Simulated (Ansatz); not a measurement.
## A computed series for PbS: alloy series

Take PbS in the rock salt structure (space group Fm-3m, No. 225) as the base.

```
CELL_PARAMETERS angstrom
      0.00000     3.00452     3.00452
      3.00452     0.00000     3.00452
      3.00452     3.00452     0.00000
ATOMIC_POSITIONS crystal
  S  0.00000 0.00000 0.00000
  Pb 0.50000 0.50000 0.50000
```

The other end (x = 1) is PbTe in the rock salt structure (space group Fm-3m, No. 225): 35.44 Å³/atom, gap 0.83 eV.

Te replaces a fraction x of S; each row is one arrangement (x, atoms in the cell, starting space group or random), fully relaxed.

Computed with Ansatz (an electronic-structure program) PBE, no SOC, earlier PAW set.

Notes on the quantities. hole mass: degenerate bands, along [100].

```tsv
variant	mixing energy	volume per atom	hole mass
base	–	27.12 Å³	0.19 mₑ along k, 0.13 mₑ across (at L)
x(Te) = 0.25, 8 atoms, Pm-3m	+71 meV/atom	29.48 Å³	0.058, 0.22, 0.22 mₑ (at R)
x(Te) = 0.25, 8 atoms, R-3m	+17 meV/atom	29.03 Å³	0.20 mₑ along c, 0.13 mₑ across (at Γ)
x(Te) = 0.75, 8 atoms, Cmmm	+30 meV/atom	33.32 Å³	0.069 mₑ along a, 0.22 mₑ along b, 0.16 mₑ along c (at T)
x(Te) = 0.75, 8 atoms, C2/m	+22 meV/atom	33.16 Å³	–
```

Each cell is one ordered arrangement of few atoms, which overstates ordering effects compared with a random alloy. With Pb and Te present, leaving out spin-orbit coupling can change the band edges. Masses are band curvatures over ±0.01 Å⁻¹ around the edge. Along k means along the line from Γ to the band edge. Whether these cells are dynamically stable was not tested.
